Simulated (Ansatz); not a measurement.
A self-consistent single point of BaAlGeH (P3m1, 4 atoms in the cell) with Ansatz (a program for electronic structure).

Computed with PBEsol, default PAW files made with PBE (plane waves; Ansatz).

```xyz
4
Lattice="4.3604 0.0000 0.0000 -2.1802 3.7762 0.0000 0.0000 0.0000 5.2238" Properties=species:S:1:pos:R:3 pbc="T T T"
Ba     0.0000     2.5175     0.5673
Al     0.0000     0.0000     3.3503
Ge     2.1802     1.2587     2.8874
H      0.0000     0.0000     5.0822
```

Reference input (self-consistent single point, DFT, PBEsol, plane waves, default PAW files made with PBE): basis.ecutwfc = 420 eV; kpoints.mp_grid.grid = 7 7 5; hamiltonian.xc = pbesol; hamiltonian.pseudopotentials = {kind: paw} (the program's default PAW files); scf.occupations.method = fixed. This run's input differs from it in these lines:

Ansatz 0.2 input:
```diff
@@ -11,3 +11,3 @@
 basis:
-  ecutwfc: 420.0
+  ecutwfc: 250.0
 kpoints:
```

Log, with long lists cut:

```
SCF iter   1: F=—  HF=-10657.173148 eV  |F-HF|=—  |Δ(HF+E_count)|=         —  Δρ=7.39e-3  dr2=3.18e-2  ethr=1.77e-3  ⟨swp⟩=5.0  Hψ=2805  notcnv=0  defer=45
all-band conjugate gradients solve this SCF's bands
preconditioner: auto → Resta (q_TF=auto, 2.263 Å⁻¹)
SCF iter   2: F=—  HF=-10657.038403 eV  |F-HF|=—  |Δ(HF+E_count)|=   1.35e-1  Δρ=5.45e-3  dr2=1.74e-2  ethr=1.14e-4  ⟨swp⟩=2.0  Hψ=1317  notcnv=0  defer=59
   [... lines left out ...]
SCF iter   4: F=—  HF=-10657.034669 eV  |F-HF|=—  |Δ(HF+E_count)|=   1.15e-3  Δρ=3.38e-4  dr2=8.66e-5  ethr=1.01e-5  ⟨swp⟩=2.2  Hψ=834  notcnv=0  defer=61
SCF iter   5: F=—  HF=-10657.034503 eV  |F-HF|=—  |Δ(HF+E_count)|=   1.66e-4  Δρ=5.67e-5  dr2=2.30e-6  ethr=3.09e-7  ⟨swp⟩=2.0  Hψ=916  notcnv=0  defer=1
SCF iter   6: F=—  HF=-10657.034504 eV  |F-HF|=—  |Δ(HF+E_count)|=   7.93e-7  Δρ=9.70e-6  dr2=1.08e-7  ethr=8.23e-9  ⟨swp⟩=2.0  Hψ=991  notcnv=0  defer=2
SCF iter   7: F=-10657.034504 eV  HF=-10657.034504 eV  |F-HF|=4.66e-10  |Δ(HF+E_count)|=   2.87e-8  Δρ=1.93e-6  dr2=4.00e-9  ethr=3.57e-10  ⟨swp⟩=6.1  Hψ=2689  notcnv=0
SCF 1 converged in 7 iterations: F = -10657.034504 eV  dr2 = 4.00e-9
Free energy (F): -10657.034504 eV
Internal energy: -10657.034504 eV  (E = F + TS)
E sigma→0 (E₀):  -10657.034504 eV
Fermi energy:    7.377073 eV
--- Forces (eV/Å), atoms counted from 1 ---
  atom   1  Ba    -0.00000000    -0.00000000    -0.12385787
  atom   2  Al     0.00000000     0.00000000    -0.07278891
  atom   3  Ge    -0.00000000    -0.00000000     0.02356670
  atom   4  H     -0.00000000    -0.00000000     0.17297702
--- Stress (GPa, compression-positive) ---
       -1.447575       0.000000       0.000000
        0.000000      -1.447575       0.000000
        0.000000       0.000000      -1.201534
  P = ⅓ Tr σ = -1.3656 GPa (-13.656 kbar)
  The stress holds the Pulay correction. Without it, at fixed plane waves, as pw.x and ABINIT print it: P = -19.5040 GPa
```

The run converged in 7 iterations. Against the reference run the free energy goes up by 374 meV/atom, the pressure goes from -1.63 to -1.37 GPa, the largest force goes from 0.125 to 0.173 eV/Å and the gap on the mesh stays at 0.777 eV.

The starting cell comes from a database of computed structures (which also holds hypothetical and non-ambient phases and stackings), without a prior relaxation at this level. Its lattice was rescaled by up to half a per cent. One atom was moved a little off its site on purpose. Ansatz's pressure includes its estimate of the finite-basis (Pulay) stress. Without the estimate this run gives -19.50 GPa. The cutoff lies below the one recommended for these files.
